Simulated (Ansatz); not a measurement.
# GaN: response to strain

Start from GaN in the zinc blende structure (space group F-43m, No. 216; a = 4.5485 Å).

Strains are applied to the cell and any free atomic positions relax.

Method: PBE/PAW in Ansatz (a program for electronic structure), scalar-relativistic without spin-orbit coupling.

Before the change:

The band gap is 1.54 eV.

The aim is a band gap between 1.04 eV and 1.12 eV. Which of these changes reaches it?
A. isotropic strain +2.50 %
B. isotropic strain −1.00 %
C. isotropic strain −0.50 %

A, isotropic strain +2.50 %. It gives 1.07 eV; isotropic strain −1.00 % gives 1.73 eV; isotropic strain −0.50 % gives 1.64 eV. Changes not listed may reach it too

Whether these cells are dynamically stable was not tested. This is not the structure that GaN has at room temperature and ambient pressure.
